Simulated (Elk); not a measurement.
A self-consistent single point of HfPd (Pm-3m, 2 atoms in the cell) with Elk

Computed with Elk 10.2.4 with PBEsol, all-electron FP-LAPW, Elk's shipped species files, default APW+lo basis.

The input file:

```
tasks
  0

xctype
  22

stype
  0

swidth
  0.00734986

maxscl
  100

scale
  6.246640883

avec
    1.0000000000    0.0000000000    0.0000000000
    0.0000000000    1.0000000000    0.0000000000
    0.0000000000    0.0000000000    1.0000000000

sppath
  'species/'

atoms
  2
  'Hf.in'
  1
  0.0000000000  0.0000000000  0.0000000000    0.0 0.0 0.0
  'Pd.in'
  1
  0.5000000000  0.5000000000  0.5000000000    0.0 0.0 0.0

ngridk
  10 10 10
```

Output, abridged:

```
│ Elk code version 10.2.4 │

All units are atomic (Hartree, Bohr, etc.)

│ Ground-state run starting from atomic densities │

Lattice vectors :
   6.246640883       0.000000000       0.000000000
   0.000000000       6.246640883       0.000000000
   0.000000000       0.000000000       6.246640883

Unit cell volume      :    243.7471900
Brillouin zone volume :    1.017653633

Muffin-tin inner radius fraction :   0.1000000000E-01

Nuclei treated as point charges

Species :    1 (Hf)
 parameters loaded from : Hf.in
 name : hafnium
 nuclear charge    :   -72.00000000
 electronic charge :    72.00000000
 atomic mass :    325367.3656
 muffin-tin radius :    2.779129470
 number of radial points in muffin-tin :    697
 atomic positions (lattice), magnetic fields (Cartesian) :
   1 :   0.00000000  0.00000000  0.00000000    0.00000000  0.00000000  0.00000000

Species :    2 (Pd)
 parameters loaded from : Pd.in
 name : palladium
 nuclear charge    :   -46.00000000
 electronic charge :    46.00000000
 atomic mass :    193991.7925
 muffin-tin radius :    2.580620223
 number of radial points in muffin-tin :    497
 atomic positions (lattice), magnetic fields (Cartesian) :
   1 :   0.50000000  0.50000000  0.50000000    0.00000000  0.00000000  0.00000000

Total number of atoms per unit cell :    2

Spin treatment :
 spin-unpolarised

Number of Bravais lattice symmetries :   48
Number of crystal symmetries         :   48
Crystal has inversion symmetry
Real symmetric eigensolver will be used

k-point grid :     10    10    10
k-point offset :    0.000000000       0.000000000       0.000000000
k-point set is reduced with full crystal symmetry group
Total number of k-points :       56

Muffin-tin radius times maximum |G+k| :    7.000000000
 using average radius
Maximum |G+k| for APW functions       :    2.612062279
Maximum (1/2)|G+k|²                   :    3.411434676
Maximum |G| for potential and density :    12.00000000
 potential will be trimmed for |G| > 2 gkmax
Constant for pseudocharge density :    8
Radial integration step length :    4

G-vector grid sizes :     24    24    24
Number of G-vectors :     7123

Maximum angular momentum used for
 APW functions                      :    8
 outer part of muffin-tin           :    6
 inner part of muffin-tin           :    1

Total nuclear charge    :   -118.0000000
Total core charge       :    74.00000000
Total valence charge    :    44.00000000
Total excess charge     :    0.000000000
Total electronic charge :    118.0000000

Effective Wigner radius, rₛ :   0.7900531950

Number of empty states         :    8
Total number of valence states :   30
Total number of core states    :   74

Total number of local-orbitals :   45

Exchange-correlation functional :     22     0     0
 PBEsol, Phys. Rev. Lett. 100, 136406 (2008)
 gradient requirement :    1
 generalised gradient approximation (GGA)

Smearing type :    0
 Gaussian
Smearing width :   0.7349860000E-02
Effective electronic temperature (K) :    2320.902224

Mixing type :    3
 Broyden mixing, J. Phys. A: Math. Gen. 17, L317 (1984)

Kohn-Sham potential initialised from atomic data

│ Self-consistent loop started │
│ Loop number : 1 │
 total energy                :     -20119.1019820
│ Loop number : 2 │
 total energy                :     -20120.2717041
RMS change in Kohn-Sham potential (target) :   0.5839865348     (  0.1000000000E-05)
Absolute change in total energy (target)   :    1.169722107     (  0.1000000000E-03)
│ Loop number : 3 │
 total energy                :     -20128.8106236
RMS change in Kohn-Sham potential (target) :   0.4010058552     (  0.1000000000E-05)
Absolute change in total energy (target)   :    8.831350034     (  0.1000000000E-03)
│ Loop number : 4 │
 total energy                :     -20136.7013021
RMS change in Kohn-Sham potential (target) :   0.1763031427     (  0.1000000000E-05)
Absolute change in total energy (target)   :    10.09851608     (  0.1000000000E-03)
│ Loop number : 5 │
 total energy                :     -20139.5982820
RMS change in Kohn-Sham potential (target) :   0.6137756591E-01 (  0.1000000000E-05)
Absolute change in total energy (target)   :    5.421608922     (  0.1000000000E-03)
│ Loop number : 6 │
 total energy                :     -20140.1265135
RMS change in Kohn-Sham potential (target) :   0.2042880934E-01 (  0.1000000000E-05)
Absolute change in total energy (target)   :    1.883633704     (  0.1000000000E-03)
│ Loop number : 7 │
 total energy                :     -20139.1844119
RMS change in Kohn-Sham potential (target) :   0.2045728696E-01 (  0.1000000000E-05)
Absolute change in total energy (target)   :   0.4711932291     (  0.1000000000E-03)
│ Loop number : 8 │
 total energy                :     -20137.9686895
RMS change in Kohn-Sham potential (target) :   0.4832507778E-02 (  0.1000000000E-05)
Absolute change in total energy (target)   :    1.333520680     (  0.1000000000E-03)
│ Loop number : 9 │
 total energy                :     -20137.9019464
RMS change in Kohn-Sham potential (target) :   0.4563705391E-02 (  0.1000000000E-05)
Absolute change in total energy (target)   :   0.4001232594     (  0.1000000000E-03)
│ Loop number : 10 │
 total energy                :     -20138.0001788
RMS change in Kohn-Sham potential (target) :   0.1729231189E-02 (  0.1000000000E-05)
Absolute change in total energy (target)   :   0.1798397254E-02 (  0.1000000000E-03)
│ Loop number : 11 │
 total energy                :     -20138.0430845
RMS change in Kohn-Sham potential (target) :   0.3353222308E-03 (  0.1000000000E-05)
Absolute change in total energy (target)   :   0.4245607696E-01 (  0.1000000000E-03)
│ Loop number : 12 │
 total energy                :     -20138.0524043
RMS change in Kohn-Sham potential (target) :   0.6374104379E-04 (  0.1000000000E-05)
Absolute change in total energy (target)   :   0.1993382584E-01 (  0.1000000000E-03)
│ Loop number : 13 │
 total energy                :     -20138.0532555
RMS change in Kohn-Sham potential (target) :   0.9176758560E-05 (  0.1000000000E-05)
Absolute change in total energy (target)   :   0.5834681171E-02 (  0.1000000000E-03)
│ Loop number : 14 │
 total energy                :     -20138.0527156
RMS change in Kohn-Sham potential (target) :   0.1086942682E-04 (  0.1000000000E-05)
Absolute change in total energy (target)   :   0.9187574033E-03 (  0.1000000000E-03)
│ Loop number : 15 │
 total energy                :     -20138.0530065
RMS change in Kohn-Sham potential (target) :   0.1265214134E-05 (  0.1000000000E-05)
Absolute change in total energy (target)   :   0.5205878442E-03 (  0.1000000000E-03)
│ Loop number : 16 │
 total energy                :     -20138.0530543
RMS change in Kohn-Sham potential (target) :   0.1187467468E-05 (  0.1000000000E-05)
Absolute change in total energy (target)   :   0.1778978403E-03 (  0.1000000000E-03)
│ Loop number : 17 │
 total energy                :     -20138.0531324
RMS change in Kohn-Sham potential (target) :   0.6725309155E-06 (  0.1000000000E-05)
Absolute change in total energy (target)   :   0.1225918895E-03 (  0.1000000000E-03)
│ Loop number : 18 │
 total energy                :     -20138.0531633
RMS change in Kohn-Sham potential (target) :   0.1721983539E-06 (  0.1000000000E-05)
Absolute change in total energy (target)   :   0.6153652430E-04 (  0.1000000000E-03)
Convergence targets achieved

│ Loop number : 19 │

Energies :
 Fermi                       :     0.337060253547
 sum of eigenvalues          :     -12245.9379258
 electron kinetic            :      22149.4076109
 core electron kinetic       :      21437.0443667
 Coulomb                     :     -41840.3060769
 Coulomb potential           :     -33807.0141379
 nuclear-nuclear             :     -1606.09716673
 electron-nuclear            :     -46661.4036824
 Hartree                     :      6427.19477225
 Madelung                    :     -24936.7990079
 xc potential                :     -588.331398723
 exchange                    :     -439.570357264
 correlation                 :     -7.58434005887
 total energy                :     -20138.0531633

Density of states at Fermi energy :    43.44169987
 (states/Hartree/unit cell)

Estimated indirect band gap :   0.6453027030E-03
 from k-point     36 to k-point     31
Estimated direct band gap   :   0.1339108826E-01
 at k-point      9

Charges :
 core                        :    74.00000000
 valence                     :    44.00000000
 interstitial                :    2.434482753
 muffin-tins (core leakage)
  species :    1 (Hf)
   atom    1                 :    70.33843679     (  0.3905525929E-06)
  species :    2 (Pd)
   atom    1                 :    45.22708046     (  0.4503796447E-08)
 total in muffin-tins        :    115.5655172
 total calculated charge     :    118.0019706
 total charge                :    118.0000000
 error                       :   0.1970612044E-02

│ Self-consistent loop stopped │
```

The run converged in 19 iterations. The count includes the last loop, which Elk runs after its targets are met.

The starting cell comes from a database of computed structures (which also holds hypothetical and non-ambient phases and stackings), without a prior relaxation at this level. Spin-orbit coupling is off. Spin polarisation is off. Values depend on the basis (sphere radii, cutoffs, local orbitals), which need not be converged. The log's line on a gap gives a spacing of levels on this mesh, which the program prints for metals too.
